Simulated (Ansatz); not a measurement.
For ScB (model structure, started from the rocksalt type, Fm-3m, No. 225, 2 atoms in the cell), PBEsol (plane waves, PAW; Ansatz, a quantum-chemistry and plane-wave program) gives:

```
Property                    Value
-------------------  ------------
lattice parameter a       4.887 Å
bulk modulus B0           112 GPa
cohesive energy      5.40 eV/atom
```

Task: What does r²SCAN (PAW; Ansatz) give for the same quantities?

Result: 
- lattice constant a: 4.945 Å (grows by 1.2 %)
- bulk modulus: 109 GPa (falls by 2.7 %)
- cohesive energy: 4.92 eV/atom (drops by 0.48 eV/atom)

Changes are worked out from the printed values.

Unless a cell is named, each level is at its own relaxed cell (PBEsol 14.59, r²SCAN 15.12 Å³/atom).

The crystal itself was run without spin with PBEsol, r²SCAN; a magnetic state was not tried in these runs.

Caveats: the bulk modulus is −V dP/dV from two relaxed cells at ±2 % in volume (PBEsol, r²SCAN). Ansatz's density-functional and Hartree–Fock values are scalar-relativistic unless marked +SOC, with PAW data made under PBE.

A model structure was made by putting elements into a prototype or built by hand; it is no filed structure, need not be a known phase, and can be a saddle point held by its symmetry.
